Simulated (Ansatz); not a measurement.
# 4H silicon carbide: the defect F on the C site (F_C)

All values below come from PBE, PAW (plane waves to 420 eV; Ansatz, a first-principles code). A 3×2×1 supercell of 96 sites was used; the energies come from a 2×2×2 shifted sampling of its zone. Site at the start: the C(k) site. Energies of charged states are corrected for periodic images (point charge plus alignment at distant sites). Dielectric constants: PBE linear response of the host. Host gap at this level: 2.23 eV. Finite-size and sampling errors can reach tenths of an eV here. PBE underestimates the host's gap, which shifts levels and can delocalise carriers. Spin–orbit coupling is left out. Each state is the lowest found from its start.

Formation energies E_f are given with the Fermi level at the valence-band maximum. Chemical conditions: C-rich (Δμ(C) = 0.00 eV, Δμ(F) = -3.81 eV, bounded by SiF4 molecule; only phases computed here count, gases as isolated molecules at 0 K); Si-rich (Δμ(C) = -0.41 eV, Δμ(F) = -3.91 eV, bounded by SiF4 molecule; only phases computed here count, gases as isolated molecules at 0 K). Reference phases: C: graphite, F: F2 molecule in a box.

```json
[
 {"charge": "+3", "moment (μB)": "not spin-polarised", "largest move off a lattice site (Å)": "0.44", "image correction with alignment (eV)": "1.47", "E_f, C-rich (eV)": "2.55", "E_f, Si-rich (eV)": "2.24"},
 {"charge": "+2", "moment (μB)": "1.0", "largest move off a lattice site (Å)": "0.34", "image correction with alignment (eV)": "0.67", "E_f, C-rich (eV)": "3.06", "E_f, Si-rich (eV)": "2.76"},
 {"charge": "+1", "moment (μB)": "not spin-polarised", "largest move off a lattice site (Å)": "0.81", "image correction with alignment (eV)": "0.17", "E_f, C-rich (eV)": "3.66", "E_f, Si-rich (eV)": "3.36"},
 {"charge": "0*", "moment (μB)": "1.0", "largest move off a lattice site (Å)": "0.88", "image correction with alignment (eV)": "–", "E_f, C-rich (eV)": "–", "E_f, Si-rich (eV)": "–"},
 {"charge": "−1*", "moment (μB)": "not spin-polarised", "largest move off a lattice site (Å)": "0.78", "image correction with alignment (eV)": "–", "E_f, C-rich (eV)": "–", "E_f, Si-rich (eV)": "–"}
]
```

* At this level the carrier isn't localised at the defect: at charge 0 electrons occupy the conduction band; at charge −1 electrons occupy the conduction band. Such a state is shallow or no state of the defect, and this cell gives it no level.

No other site or start that was run ended lower by more than 0.1 eV.

Transition levels above the valence-band maximum: ε(+3/+2) = 0.51 eV; ε(+2/+1) = 0.60 eV. On the lower envelope of the bound states, inside the gap: (+3/+2) at 0.51 eV; (+2/+1) at 0.60 eV.

Flagged in the runs: a host whose relaxation on this sampling wasn't shown to rest, a strain field that reaches the edge of the cell.
